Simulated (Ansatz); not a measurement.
The parent structure is ZnO (space group Pm-3n, No. 223; a = 5.657 Å; a hypothetical phase, not in the database extracts checked).

(Cell as relaxed with PBE.)

Levels (all Ansatz, an electronic-structure program, PAW): PBE (420 eV, without spin-orbit coupling); PBEsol (420 eV, scalar-relativistic without spin-orbit coupling).

Each level relaxes its own structure.

```
quantity                     PBE  PBEsol
-------------------  -----------  ------
volume per atom         15.08 Å³       ?
lattice parameter a      5.657 Å       ?
band gap                 1.05 eV       ?
gap character        direct at Γ       ?
electron mass            0.21 mₑ       ?
```

### Question
Given the PBE results, estimate those of PBEsol.

### Answer

- volume per atom, PBEsol: 14.45 Å³
- lattice parameter a, PBEsol: 5.577 Å
- band gap, PBEsol: 1.02 eV
- gap character, PBEsol: direct at Γ
- electron mass, PBEsol: 0.21 mₑ

PBE's volume per atom lies 0.63 Å³ above PBEsol's (4.3 %); PBE's lattice parameter a lies 0.080 Å above PBEsol's (1.4 %); PBE's band gap lies 0.035 eV above PBEsol's; the two agree on the gap character and electron mass. Neither level is exact; PBEsol is the comparison here, not a measurement.

Effective masses come from finite differences of ±0.01 Å⁻¹. No phonon test of stability was made.
